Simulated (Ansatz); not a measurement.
The starting structures come from a database of crystals and need not be the phases stable at ambient conditions.

 Where the default PAW files enter, the runs use the earlier of Ansatz's two default sets.

Input:

```
CELL_PARAMETERS angstrom
      4.61362     0.00000     0.00000
      0.00000     6.49047     0.00000
      0.00000     0.00000     4.61362
ATOMIC_POSITIONS crystal
  Mg 0.50000 0.50000 0.50000
  Cd 0.00000 0.00000 0.00000
  Te 0.50000 0.74455 0.00000
  Te 0.00000 0.25545 0.50000
```

Space group of this cell: P-4m2. The cell is taken as given; by PBEsol its mean pressure is -0.9 GPa.

Method: PBEsol (plane waves, PAW; Ansatz, a quantum-chemistry and plane-wave program).

The current runs along the normal of the first two printed vectors; no spin-orbit coupling. Scaled by the factor s: both lengths across the current (ions clamped). The meshes follow the cell: 8×6×8 and 8×6 across at s = 0.98, 8×6×8 and 8×6 across at s = 1.00, 6×6×8 and 6×6 across at s = 1.02.

```csv
s,mean pressure (GPa),band gap (eV)
0.98,0.7,?
1.00,-0.9,1.35
1.02,-2.1,1.18
```

Question: Take the slope of the band gap against ln s from the two given rows, extrapolate to s = 0.98, and say what the run there gives.

Answer: Slope = (1.18 − 1.35) / ln 1.02 = -8.58 eV. The line gives 1.35 + (-8.58) × ln 0.98 = 1.52 eV. The run gives 1.45 eV, 0.07 eV under the line, 42 % of the predicted step.
